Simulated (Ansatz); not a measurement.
Cells marked so need not be the phases stable at ambient conditions, and some may be hypothetical.

The gap is the functional's own. No spin-orbit coupling. Mid-gap values are interpolated on the energy grid.

A. YVO4 (I4_1/a, not sure to be the ambient phase, 12 atoms a cell, 12.3 Å³ an atom, -9 GPa at this level), along the normal of (100)
B. Sr(AsO3)2 (P-31m, not sure to be the ambient phase, 9 atoms a cell, 12.5 Å³ an atom), along the normal of (110)
C. SiC (P6_3mc, wurtzite, 4 atoms a cell, 10.3 Å³ an atom), along the normal of (001)

Question: Rank these by mid-gap decay constant of the slowest evanescent state (lowest first), as r2SCAN (Ansatz, a first-principles code) gives it.

Answer: C (0.24 1/Å), B (0.33 1/Å), A (0.44 1/Å)
